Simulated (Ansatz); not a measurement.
The parent structure is GaN in the wurtzite structure (space group P6_3mc, No. 186; a = 3.183 Å, c = 5.184 Å).

All numbers come from r2SCAN in Ansatz (plane waves to 500 eV, PAW, no spin-orbit coupling).

For the base:

| Item | Result |
|---|---|
| Valence-band top at Γ | 0.00, 0.00, -0.04 eV |
| Width of the top valence band | 2.85 eV |
| Density | 6.11 g/cm³ |

The change: cell and atoms relaxed at a pressure of 15 GPa.

### Question
What happens to the valence-band top at Γ, width of the top valence band and density?

### Answer
The valence-band top at Γ (three highest levels, from the VBM) goes from 0.00, 0.00, -0.04 eV to 0.00, 0.00, -0.05 eV; the width of the top valence band rises by 0.24 eV (2.85 eV → 3.09 eV); the density increases by 0.42 g/cm³ (6.11 g/cm³ → 6.53 g/cm³).

The levels and masses belong to the bands next to the band gap. Load acts through the strain it causes; cell and atoms are relaxed under it. Stability against distortions was not tested. Tetrahedral semiconductors of this kind turn to denser phases somewhere between about 1 and 50 GPa; those were not computed, so compressed cells here can lie past the real transition.

Ansatz is a first-principles code.
